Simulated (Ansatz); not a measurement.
Take SnO₂ in the rutile structure (space group P4_2/mnm, No. 136; a = 4.8276 Å, c = 3.2379 Å) as the base. Axes: x, y, z lie along a, b, c of the conventional cell.

The values are results of PBE (Ansatz, a program for electronic structure, PAW, no spin-orbit coupling), earlier PAW set, not measurements.

It is then changed as follows: the cell is stretched by 3.48 % along z with no lateral relaxation, atoms relaxed at fixed cell.

### Question
Predict the stress tensor and what it implies for the stiffness.

### Answer
Stress of the strained cell less that of the base (GPa, compression positive):
```
  -4.04    0.00    0.00
   0.00   -4.04    0.00
   0.00    0.00  -11.53
```

Then −Δσ_ii/ε with ε = 0.0348 gives secant stiffness values (nonlinear terms included at this strain): C33 ≈ 331 GPa, C13 ≈ 116 GPa and C23 ≈ 116 GPa.

As a check, the harmonic strain energy −½ V₀ Δσ:ε is 16 meV/atom; the computed energy rise is 16 meV/atom.

Stability against distortions was not tested.
